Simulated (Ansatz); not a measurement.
Take CaS in the rock salt structure (space group Fm-3m, No. 225; a = 5.633 Å) as the base. Axes: x, y, z lie along the cube axes.

All numbers come from PBEsol (Ansatz, an electronic-structure program, PAW, scalar-relativistic without spin-orbit coupling).

Base values:

```
Item                          Value
------------  ---------------------
Valley order  X along ⟨100⟩ 2.16 eV
```

Modification: biaxial strain −2.50 %, plane normal [001], relaxed out of plane (Cartesian); in-plane vectors clamped, the third vector and the atoms free.

**Question.** Estimate the effect on the ratio −ε⊥/ε∥.

**Answer.** The ratio −ε⊥/ε∥ comes out as 0.34.

**Question.** What does the calculation give for the valley order after the change?

**Answer.** The valley order (the lowest conduction-band minima on the path, energy above the VBM, named in the base's zone) becomes X along [100] 2.02 eV; X along [001] 2.04 eV (base: X along ⟨100⟩ 2.16 eV).

**Question.** How does this affect the in-plane stress?

**Answer.** The mean in-plane stress (compression positive) is +4.5 GPa.

The levels and masses belong to the bands next to the band gap. Whether these cells are dynamically stable was not tested.
